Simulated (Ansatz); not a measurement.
## TiO2: pressure series

Base system: TiO₂ in the rutile structure (space group P4_2/mnm, No. 136).

```yaml
crystal:
  lattice:
    - [4.64353, 0.00000, 0.00000]
    - [0.00000, 4.64353, 0.00000]
    - [0.00000, 0.00000, 2.96370]
  atoms:
    - { symbol: Ti, position: [0.00000, 0.00000, 0.00000] }
    - { symbol: Ti, position: [0.50000, 0.50000, 0.50000] }
    - { symbol: O, position: [0.30512, 0.30512, 0.00000] }
    - { symbol: O, position: [0.80512, 0.19488, 0.50000] }
    - { symbol: O, position: [0.19488, 0.80512, 0.50000] }
    - { symbol: O, position: [0.69488, 0.69488, 0.00000] }
```

Cell and atoms are relaxed at each pressure.

Levels (all Ansatz, a first-principles code, PAW, earlier PAW set): PBE (420 eV, no spin-orbit coupling); r2SCAN (500 eV, spin-orbit coupling left out).

The base cell above is that of PBE; each level relaxes its own structures.

```tsv
case	lattice parameter a, PBE	lattice parameter a, r2SCAN
pressure −2 GPa	4.663 Å	4.614 Å
pressure −1 GPa	4.653 Å	…
pressure 0.3 GPa	4.641 Å	…
pressure 0.7 GPa	4.637 Å	4.592 Å
pressure 1.5 GPa	4.630 Å	…
pressure 3 GPa	4.616 Å	4.574 Å
pressure 5 GPa	4.600 Å	4.559 Å
pressure 7.5 GPa	4.580 Å	…
pressure 10 GPa	4.561 Å	4.525 Å
```

Problem. Complete the table.

Solution. 
- pressure −1 GPa, lattice parameter a, r2SCAN: 4.606 Å
- pressure 0.3 GPa, lattice parameter a, r2SCAN: 4.595 Å
- pressure 1.5 GPa, lattice parameter a, r2SCAN: 4.585 Å
- pressure 7.5 GPa, lattice parameter a, r2SCAN: 4.542 Å

PBE lies above r2SCAN in every row, by 0.036 Å to 0.049 Å. They put the cases in the same order.

Load acts through the strain it causes; cell and atoms are relaxed under it. Whether these cells are dynamically stable was not tested. No other phases were tried under pressure. All final runs are without spin polarisation.
